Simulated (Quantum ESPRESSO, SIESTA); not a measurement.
A SIESTA input for a self-consistent single point of BaP4Pd2 (P1, 7 atoms in the cell) (DFT, LDA PW92, numerical atomic orbitals DZP, PseudoDojo LDA standard norm-conserving potentials (rewritten from UPF to PSML)):

```
# files in the folder: Ba.psml P.psml Pd.psml (PseudoDojo LDA standard)
SystemName  Ba(P2Pd)2
SystemLabel Ba(P2Pd)2

NumberOfAtoms                7
NumberOfSpecies              3
%block ChemicalSpeciesLabel
  1 56 Ba
  2 15 P
  3 46 Pd
%endblock ChemicalSpeciesLabel
LatticeConstant              1.0 Bohr
%block LatticeVectors
    -6.466472723    6.466472723    5.644413513
     6.466472723   -6.466472723    5.644413513
     6.466472723    6.466472723   -5.644413513
%endblock LatticeVectors
AtomicCoordinatesFormat      Fractional
%block AtomicCoordinatesAndAtomicSpecies
     0.005788000    0.006081000   -0.005166000  1
     0.268885000    0.496139000    0.778296000  2
     0.733084000    0.508589000    0.227746000  2
     0.491949000    0.729400000    0.222708000  2
     0.491602000    0.256454000    0.777240000  2
     0.743355000    0.250662000    0.503790000  3
     0.265338000    0.752674000    0.495386000  3
%endblock AtomicCoordinatesAndAtomicSpecies

XC.functional                LDA
XC.authors                   PW92
PAO.BasisSize                DZP
PAO.EnergyShift              0.005 Ry
MeshCutoff                   400 Ry
%block kgrid.MonkhorstPack
    6   0   0  0.0
    0   6   0  0.0
    0   0   6  0.0
%endblock kgrid.MonkhorstPack
OccupationFunction           FD
ElectronicTemperature        0.136 eV

MaxSCFIterations             150
SCF.Mixer.Method             Pulay
SCF.Mixer.Weight             0.2
SCF.Mixer.History            8
SCF.DM.Tolerance             1.0E-04
Diag.ParallelOverK           true
WriteForces                  true
```

Problem. Write the same calculation as an input for Quantum ESPRESSO.

Solution. One input that does it (others would too):

```fortran
&control
  calculation = 'scf'
  prefix = 'scf'
  outdir = './tmp/'
  pseudo_dir = './'
  verbosity = 'high'
  tprnfor = .true.
  tstress = .true.
/
&system
  ibrav = 0
  nat = 7
  ntyp = 3
  ecutwfc = 40
  ecutrho = 320
  occupations = 'smearing'
  smearing = 'fermi-dirac'
  degauss = 0.0099958
/
&electrons
  conv_thr = 1.0d-10
/
ATOMIC_SPECIES
Ba   137.3270  ba_lda_v1.uspp.F.UPF
P     30.9738  p_lda_v1.5.uspp.F.UPF
Pd   106.4200  pd_lda_v1.4.uspp.F.UPF
CELL_PARAMETERS angstrom
  -3.4219100000     3.4219100000     2.9868950000
   3.4219100000    -3.4219100000     2.9868950000
   3.4219100000     3.4219100000    -2.9868950000
ATOMIC_POSITIONS crystal
Ba    0.0057880000    0.0060810000   -0.0051660000
P     0.2688850000    0.4961390000    0.7782960000
P     0.7330840000    0.5085890000    0.2277460000
P     0.4919490000    0.7294000000    0.2227080000
P     0.4916020000    0.2564540000    0.7772400000
Pd    0.7433550000    0.2506620000    0.5037900000
Pd    0.2653380000    0.7526740000    0.4953860000
K_POINTS automatic
6 6 6  0 0 0
```

Basis settings and potentials, where a program has them, do not carry over. This input uses DFT, LDA (PZ), plane waves, GBRV 1.5 ultrasoft (LDA) pseudopotentials. LDA parametrisations can differ slightly between programs.

The starting cell comes from a database of computed structures (which also holds hypothetical and non-ambient phases and stackings), without a prior relaxation at this level. For this run, on top of that: atoms moved at random.
